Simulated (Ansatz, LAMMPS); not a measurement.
Si well of 9 atomic layers along [001] in random Si0.8Ge0.2, interfaces sharp

Cell 16.58 × 16.58 × 49.55 Å, Si547Ge101, 648 atoms. Prepared with Tersoff's 1989 multicomponent potential (SiCGe.tersoff) in LAMMPS: minimisation. 

These are PBE, support functions at accuracy medium on the grid of 370 eV (norm-conserving potentials; Ansatz, an electronic-structure program) values and carry that method's errors.

Basis: localised support functions (accuracy medium) on a full density matrix. k-points: zone centre alone; occupations: Fermi-Dirac, 0.010 eV; spin polarisation not allowed. Spin-orbit coupling is left out.

- Kohn-Sham gap of the cell on its k-mesh: 0.49 eV
- weight of the highest filled level on the well: 0.22
- weight of the lowest empty level on the well: 0.74
- coordination (neighbours within 2.849 Å): 100.0 % 4-fold
- Ge-Ge bonds, mean ± spread: 2.465 ± 0.006 Å
- Ge-Si bonds, mean ± spread: 2.421 ± 0.007 Å
- Si-Si bonds, mean ± spread: 2.377 ± 0.006 Å
- bond angles, mean ± spread: 109.5° ± 0.9°
- pressure: -0.56 GPa
- cost of the final run: very roughly 40 core-minutes, 20 SCF iterations, 13 GiB
